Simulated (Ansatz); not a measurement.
## How the lattice constant a of W2Si (model structure, started from the Cu2Sb type, P4/nmm, No. 129, 6 atoms in the cell) moves with the method

No measured value is used here.

```csv
level (code),value (Å)
PBE (Ansatz),[?]
PBEsol (Ansatz),3.657
PBE-D3(BJ) (Ansatz),3.657
```

**Question.** Fill in the missing entries.

**Answer.** 
- PBE (Ansatz, an electronic-structure program), value (Å): 3.692

Density-functional levels without +SOC have no spin–orbit coupling. Ansatz's density-functional and Hartree–Fock values are scalar-relativistic unless marked +SOC, with PAW data made under PBE.

A model structure was made by putting elements into a prototype or built by hand; it is no filed structure, need not be a known phase, and can be a saddle point held by its symmetry.
